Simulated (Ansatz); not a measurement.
**Effect of biaxial strain −1.50 %, plane normal [001], relaxed out of plane on Si**

Base system: Si in the diamond structure (space group Fd-3m, No. 227; a = 5.4338 Å). Axes: x, y, z lie along the cube axes.

One thing is altered: biaxial strain −1.50 %, plane normal [001], relaxed out of plane (Cartesian); in-plane vectors clamped, the third vector and the atoms free.

Level of theory: Ansatz (an electronic-structure program) PBEsol, no spin-orbit coupling. Γ-centred 11×11×11 mesh, Fermi–Dirac width 0.05 eV.

- Volume per atom = 19.69 Å³ (base 20.05 Å³)
- Shortest interatomic distance = 233.9 pm (base 235.3 pm)
- Energy relative to the base (free energy F) = +4.9 meV/atom
- Pressure (mean of the normal stresses, compression positive) = 17.7 kbar (base -0.1 kbar)
- Band gap = 0.29 eV (base 0.47 eV)
- Gap character = indirect, Γ → Γ–X (87 % along)
- Smallest direct gap = 2.43 eV (base 2.52 eV)
- Electron mass = 0.92 mₑ along k, 0.19 mₑ across (off the special points) (base 0.93 mₑ along k, 0.19 mₑ across (off the special points))
- Valence-band top at Γ (three highest levels, from the VBM) = 0.00, 0.00, -0.20 eV (base 0.00, 0.00, 0.00 eV)
- Valley order (the lowest conduction-band minima on the path, energy above the VBM, named in the base's zone) = a point along [100], about 1.0 Å⁻¹ from Γ 0.29 eV; a point along [001], about 1.0 Å⁻¹ from Γ 0.53 eV; L along [1-1-1] 1.43 eV (base a point along ⟨100⟩, about 1.0 Å⁻¹ from Γ 0.47 eV; L along ⟨111⟩ 1.46 eV)
- Out-of-plane strain = +1.19 %
- Ratio −ε⊥/ε∥ = 0.79
- Mean in-plane stress (compression positive) = +2.6 GPa

Final structure (turned so that z lies along the plane normal):

```xyz
2
Lattice="3.7846 0.0000 0.0000 0.0000 3.7846 0.0000 1.8923 -1.8923 2.7491" Properties=species:S:1:pos:R:3 pbc="T T T"
Si     0.0000     0.0000     0.0000
Si     3.7846     1.8923     1.3745
```

Effective masses come from finite differences of ±0.01 Å⁻¹. Along k means along the line from Γ to the band edge. Stability against distortions was not tested. The zero or small gap of Si under biaxial strain −1.50 %, plane normal [001], relaxed out of plane can change with the level of theory. k-point labels follow each cell's own Brillouin zone.
